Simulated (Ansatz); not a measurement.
A self-consistent single point of K₃VSe₄ (Fmm2, 8 atoms in the cell) with Ansatz (a quantum-chemistry and plane-wave program)

Computed with LDA (PW92), default PAW files made with PBE (plane waves; Ansatz).

This input was run:

Ansatz 0.2 input:
```yaml
# K3VSe4
crystal:
  lattice:
    - [-3.521374, 3.521374, 6.520993]
    - [3.521374, -3.521374, 6.520993]
    - [3.521374, 3.521374, -6.520993]
  atoms:
    - { symbol: K, position: [0.503834, 0.503834, 0.000000] }
    - { symbol: K, position: [0.750000, 0.250000, 0.500000] }
    - { symbol: K, position: [0.250000, 0.750000, 0.500000] }
    - { symbol: V, position: [0.000000, 0.000000, 0.000000] }
    - { symbol: Se, position: [0.289210, 0.909790, 0.000000] }
    - { symbol: Se, position: [0.090210, 0.090210, 0.379420] }
    - { symbol: Se, position: [0.909790, 0.289210, 0.000000] }
    - { symbol: Se, position: [0.710790, 0.710790, 0.620580] }
basis:
  ecutwfc: 30.9 Ry
kpoints:
  mp_grid:
    grid: [3, 3, 3]
hamiltonian:
  xc: lda
  pseudopotentials:
    kind: paw
scf:
  occupations:
    method: fermi_dirac
    width: 0.0037 Ry
output:
  forces: true
  eigenvalues: true
  stress: true
```

Output, abridged:

```
WARN ansatz: RAYON_NUM_THREADS=1 ignored (pool sized by the plan → 1); use --threads N
Pseudopotentials: kind: paw
Pseudopotential: K, paw, valence charge 9
Pseudopotential: V, paw, valence charge 13
Pseudopotential: Se, paw, valence charge 16
Crystal: 8 atoms, lattice volume = 323.443 Å³
Basis set: ecut = 420.4159175005146 eV, 6345 PW (Γ)
Bands: 63, of which v1, the nominal top of the filled ones, is band 52 counted from 1 (51 counted from 0)
Symmetry: 4 space group operations
Space group: Fmm2 (ITA 42), of the structure as read, at distance tolerance 6.9e-5 Å
k-points: 8 of 27 (time reversal used)
PAW frozen core: K, regenerated for the run's functional, and the local potential with it
PAW frozen core: V, regenerated for the run's functional, and the local potential with it
PAW frozen core: Se, regenerated for the run's functional, and the local potential with it
Initial density: superposition of atomic densities (neutral atoms: chi_scale 0, normalization atom), corrected by the library's trained network
Initial wavefunctions: pseudopotential atomic-orbital guess
Eigensolver: davidson
Functional: x = slater, c = lda
SCF iter   1: F=—  HF=-28889.176013 eV  |F-HF|=—  |Δ(HF+E_count)|=         —  Δρ=5.16e-3  dr2=1.48e-1  ethr=1.77e-3  ⟨swp⟩=6.9  Hψ=1842  notcnv=0  defer=3
all-band conjugate gradients solve this SCF's bands
preconditioner: auto → Resta (q_TF=auto, 2.258 Å⁻¹)
SCF iter   2: F=—  HF=-28889.226406 eV  |F-HF|=—  |Δ(HF+E_count)|=   5.04e-2  Δρ=1.29e-2  dr2=8.91e-1  ethr=1.43e-4  ⟨swp⟩=3.0  Hψ=946  notcnv=0  defer=26
SCF iter   3: F=—  HF=-28889.164543 eV  |F-HF|=—  |Δ(HF+E_count)|=   6.19e-2  Δρ=3.20e-3  dr2=5.87e-2  ethr=1.43e-4  ⟨swp⟩=3.0  Hψ=994  notcnv=0  defer=26
SCF iter   4: F=—  HF=-28889.159625 eV  |F-HF|=—  |Δ(HF+E_count)|=   4.92e-3  Δρ=5.62e-4  dr2=1.08e-3  ethr=5.64e-5  ⟨swp⟩=2.0  Hψ=518  notcnv=0  defer=26
SCF iter   5: F=—  HF=-28889.159589 eV  |F-HF|=—  |Δ(HF+E_count)|=   3.58e-5  Δρ=1.24e-4  dr2=8.93e-5  ethr=1.04e-6  ⟨swp⟩=1.1  Hψ=479  notcnv=0  defer=26
SCF iter   6: F=—  HF=-28889.159430 eV  |F-HF|=—  |Δ(HF+E_count)|=   1.60e-4  Δρ=2.91e-5  dr2=6.08e-6  ethr=8.59e-8  ⟨swp⟩=2.9  Hψ=888  notcnv=0  defer=26
SCF iter   7: F=—  HF=-28889.159432 eV  |F-HF|=—  |Δ(HF+E_count)|=   2.63e-6  Δρ=1.76e-5  dr2=1.99e-6  ethr=5.85e-9  ⟨swp⟩=2.0  Hψ=886  notcnv=0  defer=26
SCF iter   8: F=—  HF=-28889.159433 eV  |F-HF|=—  |Δ(HF+E_count)|=   3.94e-7  Δρ=5.55e-6  dr2=1.82e-7  ethr=1.92e-9  ⟨swp⟩=2.0  Hψ=589  notcnv=0  defer=26
SCF iter   9: F=-28889.159433 eV  HF=-28889.159433 eV  |F-HF|=1.58e-8  |Δ(HF+E_count)|=   8.01e-8  Δρ=2.03e-6  dr2=1.74e-8  ethr=9.62e-11  ⟨swp⟩=10.2  Hψ=1880  notcnv=0
SCF 1 converged in 9 iterations: F = -28889.159433 eV  dr2 = 1.74e-8
SCF converged after 9 iterations
Free energy (F): -28889.159433 eV
Harris-Foulkes:  -28889.159433 eV  (|F-HF|=1.58e-8)
Internal energy: -28889.159431 eV  (E = F + TS)
E sigma→0 (E₀):  -28889.159432 eV
Entropy (-TS):   -0.000002 eV (-0.000 meV/atom)
Fermi energy:    2.832070 eV
--- Per-component energies (eV) ---
  E_band       = -2505.534919
  E_kinetic    = 1571.031526
  E_local      = -17591.776555  (includes V_loc(G=0)·N_el)
  E_nonlocal   = -2355.176895
  E_hartree    = 8173.703889
  E_xc         = -939.871115
  E_vxc        = -1045.797344  (∫ρ·V_xc dr)
  E_paw        = -10594.671870  (= ΣΔE_a)
  E_vpaw       = 568.779910  (= ΣTr[D̂ρ^β])
  E_aug_tail   = -0.002203  (compensation charges beyond the density's cutoff)
  E_ewald      = -7162.384306
  E_core_change = 9.988099  (= ΣΔE_core)
  E_smearing   = -0.000002  (= −TS)
  E_closure    = 0.000000  (closes the sum)
  Σ components = -28889.159433   (vs F -28889.159433, Δ=0.00e0)
--- Forces (eV/Å), atoms counted from 1 ---
  atom   1  K     -0.00000000    -0.00000000    -0.03490925
  atom   2  K      0.00000000     0.00000000     0.00853184
  atom   3  K     -0.00000000     0.00000000     0.00853184
  atom   4  V      0.00000000    -0.00000000    -0.01489471
  atom   5  Se     0.20780411    -0.20780411    -0.19343544
  atom   6  Se    -0.20773870    -0.20773870     0.20981707
  atom   7  Se    -0.20780411     0.20780411    -0.19343544
  atom   8  Se     0.20773870     0.20773870     0.20981707
  max |Σ_I F_I| component: 2.30e-5 eV/Å
--- Stress (GPa, compression-positive) ---
       -2.006439      -0.031895      -0.000000
       -0.031895      -2.006439      -0.000000
       -0.000000      -0.000000      -1.821064
  P = ⅓ Tr σ = -1.9446 GPa (-19.446 kbar)
  The stress holds the Pulay correction. Without it, at fixed plane waves, as pw.x and ABINIT print it: P = -1.9585 GPa
--- Band table (eV; the first three rows and the last of 8) ---
  k-point 0: bands = ["-61.4079", "-43.9896", "-43.9895", "-43.9895", "-43.9855", "-43.9707", "-43.9704", "-43.9704", "-43.9702", "-43.9675", "-43.9674", "-43.9673", "-43.9670", "-43.9454", "-43.9454", "-43.9454", "-43.9453", "-43.9448", "-43.9448", [...]
  k-point 1: bands = ["-61.4079", "-43.9896", "-43.9895", "-43.9895", "-43.9855", "-43.9707", "-43.9704", "-43.9704", "-43.9702", "-43.9675", "-43.9674", "-43.9673", "-43.9670", "-43.9454", "-43.9454", "-43.9454", "-43.9453", "-43.9448", "-43.9448", [...]
  k-point 2: bands = ["-61.4079", "-43.9896", "-43.9895", "-43.9895", "-43.9855", "-43.9707", "-43.9704", "-43.9704", "-43.9702", "-43.9675", "-43.9674", "-43.9673", "-43.9670", "-43.9454", "-43.9454", "-43.9454", "-43.9453", "-43.9448", "-43.9448", [...]
  k-point 7: bands = ["-61.4079", "-43.9896", "-43.9895", "-43.9895", "-43.9855", "-43.9707", "-43.9704", "-43.9704", "-43.9702", "-43.9675", "-43.9674", "-43.9673", "-43.9670", "-43.9454", "-43.9454", "-43.9454", "-43.9453", "-43.9448", "-43.9448", [...]
```

The run converged in 9 iterations.

The starting cell comes from a database of computed structures (which also holds hypothetical and non-ambient phases and stackings), without a prior relaxation at this level. Its lattice was rescaled by up to half a per cent. One atom was moved a little off its site on purpose. Ansatz's pressure includes its estimate of the finite-basis (Pulay) stress.
